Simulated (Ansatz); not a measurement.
Start from CdS in the zinc blende structure (space group F-43m, No. 216; a = 5.878 Å).

Calculations: DFT with r2SCAN, PAW potentials and a 500 eV plane-wave cutoff in Ansatz (an electronic-structure program), spin-orbit coupling left out.

For the base:

```
Item                                                Value
-----------------------------  --------------------------
Shortest interatomic distance                     2.545 Å
Hole mass                      0.16, 0.78, 0.78 mₑ (at Γ)
```

Now apply this change: a hydrostatic pressure of 15 GPa.

Task: What does the calculation give for the shortest interatomic distance after the change?

Result: The shortest interatomic distance shrinks by 0.140 Å (2.545 Å → 2.405 Å).

Task: Estimate the effect on the hole mass.

Result: The hole mass (degenerate bands, along [100]) goes from 0.16, 0.78, 0.78 mₑ (at Γ) to 0.19, 0.62, 0.62 mₑ (at Γ).

The levels and masses belong to the bands next to the band gap. Load acts through the strain it causes; cell and atoms are relaxed under it. Masses are band curvatures over ±0.01 Å⁻¹ around the edge. Stability against distortions was not tested. Tetrahedral semiconductors of this kind turn to denser phases somewhere between about 1 and 50 GPa; those were not computed, so compressed cells here can lie past the real transition.
